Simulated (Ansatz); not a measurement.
The starting structures come from a database of crystals and need not be the phases stable at ambient conditions.

 Where the default PAW files enter, the runs use the earlier of Ansatz's two default sets.

Consider the following.

```
MgS
1.0
    3.68318     0.00000     0.00000
    0.00000     3.68318     0.00000
    1.84159    -1.84159     2.60440
Mg S
1 1
Direct
  0.00000   0.00000   0.00000
  0.50000   0.50000   0.00000
```

Space group of this cell: Fm-3m, rock salt. The cell is taken as given.

Computed with r2SCAN (plane waves, PAW; Ansatz, an electronic-structure program).

The current runs along the normal of the first two printed vectors; no spin-orbit coupling. Scaled by the factor s: all lengths (ions clamped). Meshes 12×12×12 and 8×8 across the current in all rows.

```csv
s,mean pressure (GPa),band gap (eV)
0.98,5.2,3.59
1.00,-0.2,3.46
1.02,-4.3,?
```

Question: Take the slope of the band gap against ln s from the two given rows, extrapolate to s = 1.02, and say what the run there gives.

Answer: Slope = (3.59 − 3.46) / ln 0.98 = -6.43 eV. The line gives 3.46 + (-6.43) × ln 1.02 = 3.33 eV. The run gives 3.33 eV, as the line does.
